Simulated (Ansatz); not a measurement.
Consider Cr in the bcc (W type) structure (space group Im-3m, No. 229; a = 2.8293 Å; non-magnetic).

Method: DFT with r2SCAN, PAW potentials and a 500 eV plane-wave cutoff in Ansatz (a program for electronic structure), no spin-orbit coupling.

For the base:

```
Property           Result
---------------  --------
Band gap             zero
Volume per atom  11.32 Å³
```

One thing is altered: Ti takes the place of Cr on all its sites; the structure is relaxed again.

Tabulated Pauling electronegativity and covalent radius: Cr 1.66, 1.39 Å; Ti 1.54, 1.60 Å.

**Question.** Estimate the effect on the band gap.

**Answer.** The band gap is still zero.

**Question.** Predict the new volume per atom.

**Answer.** The volume per atom goes up by 5.883 Å³, from 11.32 Å³ to 17.21 Å³.

Whether these cells are dynamically stable was not tested. Seeded moments were not kept for the base. The final runs are not spin-polarised. Real Cr is antiferromagnetic at low temperature and ambient pressure, an order that this cell doesn't hold. This is not the structure that Ti has at room temperature and ambient pressure.
